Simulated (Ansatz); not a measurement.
Results of G0W0@PBEsol (Ansatz, a program for electronic structure, hard PAW, contour deformation) for Mg2SnO4 (Pbam, No. 55, 14 atoms in the cell; start mp-755856).

The cell is the one relaxed with PBEsol. Conventional cell: a = 5.1710 Å, b = 9.8206 Å, c = 3.0760 Å, α = 90.00°, β = 90.00°, γ = 90.00°.

One run with a 4×2×6 mesh, response cutoff 70 eV and 382 empty bands, not extrapolated in mesh or basis; no spin–orbit coupling.

Highest filled and lowest empty level by k point (fractions of the reciprocal vectors of the cell (5.171 -0.000 -0.000) (-0.000 9.821 0.000) (-0.000 0.000 3.076) Å; eV from the valence maximum of each method):

```
k               PBEsol filled  PBEsol empty  QP filled  QP empty
--------------  -------------  ------------  ---------  --------
0 0 0                    0.00          2.91      -0.08      4.67
0 -0.5 0.167            -0.19          4.68          ?         ?
0 -0.5 0.333            -0.25          5.87      -0.24      8.26
0.25 0 0                -0.13          3.67      -0.18      5.58
0.25 0 0.167            -0.24          4.58          ?         ?
0.25 0 0.333            -0.31          5.89      -0.26      8.33
0.25 -0.5 -0.5          -0.55          6.10      -0.63      8.55
-0.5 0 0.333            -0.51          5.97      -0.49      8.43
```

### Question
Estimate the withheld levels to about 0.1 eV.

### Answer

- 0 -0.5 0.167, QP filled: -0.22
- 0 -0.5 0.167, QP empty: 6.74
- 0.25 0 0.167, QP filled: -0.27
- 0.25 0 0.167, QP empty: 6.66

Note: filled d or f shells below the valence bands can shift G0W0 gaps through exchange with them, which wasn't tested here.

A start named mp-… is a Materials Project structure, which need not be a measured phase.
